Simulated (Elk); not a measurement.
## Parameter sweep on Co₂SbAs (P-6m2, 4 atoms in the cell)

```cif
data_AsCo2Sb
_chemical_formula_sum 'Co2 Sb1 As1'
_space_group_name_H-M_alt 'P-6m2'
_space_group_IT_number 187
_space_group_name_Hall 'P -6 2'
_cell_length_a 3.72624
_cell_length_b 3.72624
_cell_length_c 5.12865
_cell_angle_alpha 90.000
_cell_angle_beta 90.000
_cell_angle_gamma 120.000
loop_
_atom_site_label
_atom_site_type_symbol
_atom_site_symmetry_multiplicity
_atom_site_Wyckoff_symbol
_atom_site_fract_x
_atom_site_fract_y
_atom_site_fract_z
_atom_site_occupancy
Co1 Co 2 i 0.66667 0.33333 0.23634 1
Sb1 Sb 1 b 0.00000 0.00000 0.50000 1
As1 As 1 c 0.33333 0.66667 0.00000 1
```

Base run A: PBEsol, all-electron FP-LAPW, Elk's shipped species files, APW+lo basis with extra local orbitals (Elk 10.2.4), self-consistent single point.

Its settings: xctype = 22; rgkmax = 8; stype = 1; swidth = 0.00999582 Ha; ngridk = 5 5 3; tforce = true; gmaxvr = 18 1/bohr; lmaxapw = 10; lmaxo = 8; nxlo = 2; lorbcnd = true; lradstp = 2; nrmtscf = 2; rmtscf = 0.89; lmaxi = 4.

The starting cell comes from a database of computed structures (which also holds hypothetical and non-ambient phases and stackings), without a prior relaxation at this level. Spin polarisation is off, so a magnetic state, if there is one, cannot be reached. Values depend on the basis (sphere radii, cutoffs, local orbitals), which need not be converged. Without a gap this mesh is coarse (it stands for a supercell whose shortest vector is 15 Å).

ΔE is the total energy (no entropy term) per atom less that of run A. 

Runs B sample the zone with one or two k-points, far too few for so small a cell.

```json
[
 {"run": "A", "ngridk, vkloff": "5 5 3, default", "ΔE (meV/atom)": "0.00", "k-points": "14", "basis size": "812"},
 {"run": "B", "ngridk, vkloff": "2 2 1, default", "ΔE (meV/atom)": "-64.6", "k-points": "2", "basis size": "808"},
 {"run": "C", "ngridk, vkloff": "2 2 1, 0.5 0.5 0.5", "ΔE (meV/atom)": "21.8", "k-points": "3", "basis size": "800"},
 {"run": "D", "ngridk, vkloff": "3 3 2, default", "ΔE (meV/atom)": "3.8", "k-points": "8", "basis size": "806"},
 {"run": "E", "ngridk, vkloff": "3 3 2, 0.5 0.5 0.5", "ΔE (meV/atom)": "-34.8", "k-points": "6", "basis size": "804"},
 {"run": "F", "ngridk, vkloff": "4 4 3, default", "ΔE (meV/atom)": "-7.8", "k-points": "10", "basis size": "808"},
 {"run": "G", "ngridk, vkloff": "4 4 3, 0.5 0.5 0.5", "ΔE (meV/atom)": "-16.6", "k-points": "20", "basis size": "810"},
 {"run": "H", "ngridk, vkloff": "5 5 3, 0.5 0.5 0.5", "ΔE (meV/atom)": "-4.7", "k-points": "30", "basis size": "808"},
 {"run": "I", "ngridk, vkloff": "5 5 3, 0 0 0.5", "ΔE (meV/atom)": "-18.5", "k-points": "14", "basis size": "807"}
]
```

Run I against A: The total energy goes down by 18.5 meV/atom.

Run G against A: The total energy goes down by 16.6 meV/atom.

Run B against A: The total energy goes down by 64.6 meV/atom.
